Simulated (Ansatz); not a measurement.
**What uniaxial strain ε_zz = +0.98 % does to hypothetical Amm2 Al2O3**

Base system: Al$_{2}$O$_{3}$ (space group Amm2, No. 38; a = 2.823 Å, b = 5.326 Å, c = 8.305 Å; a hypothetical phase, not in the database extracts checked). Axes: x, y, z lie along a, b, c of the conventional cell.

The change: uniaxial strain ε_zz = +0.98 %, all other strain components held at zero; the atoms relax in the strained cell.

Method: DFT with PBEsol, PAW potentials and a 420 eV plane-wave cutoff in Ansatz (a first-principles code), without spin-orbit coupling. Settings: 12×8×8 k-points, 0.05 eV Fermi–Dirac smearing.

The space group remains Amm2 (No. 38) and the shortest interatomic distance grows by 0.005 Å (1.750 Å → 1.755 Å). The energy grows by 0.7 meV/atom and the pressure (mean of the normal stresses, compression positive) goes from zero to -12.7 kbar. The band gap decreases by 0.04 eV, from 4.01 eV to 3.97 eV and the gap character is still indirect, T → Γ. The width of the top valence band hardly moves (1.11 eV against 1.12 eV) and the electron mass becomes 0.40 mₑ along x, 0.45 mₑ along y, 0.49 mₑ along z (at Γ) (base: 0.41 mₑ along a, 0.45 mₑ along b, 0.50 mₑ along c (at Γ)). The stress (xx, yy, zz, yz, xz, xy; compression positive) is (-0.83, -1.13, -1.84, 0.00, 0.00, 0.00) GPa.

Effective masses come from finite differences of ±0.01 Å⁻¹. No phonon test of stability was made. The base started in Cc and relaxed to Amm2 at this level.
